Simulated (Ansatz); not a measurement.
Consider MgTe in the wurtzite structure (space group P6_3mc, No. 186; a = 4.5089 Å, c = 7.3377 Å). Axes: x lies along a and z along c of the hexagonal cell.

Computed with LDA/PAW in Ansatz (a first-principles code), scalar-relativistic without spin-orbit coupling.

Modification: the cell is scaled by 0.9700 in all directions, atoms relaxed at fixed cell.

**Question.** Predict the stress tensor and what it implies for the stiffness.

**Answer.** Stress of the strained cell less that of the base (GPa, compression positive):
```
   4.28    0.00    0.00
   0.00    4.28    0.00
   0.00    0.00    4.27
```

Then B = −ΔP/(ΔV/V₀) with ΔV/V₀ = -0.0873 gives secant stiffness values (nonlinear terms included at this strain): B (at held cell shape, above the free-shape value) ≈ 49 GPa.

As a check, the harmonic strain energy −½ V₀ Δσ:ε is 39 meV/atom; the computed energy rise is 35 meV/atom.

Whether these cells are dynamically stable was not tested.
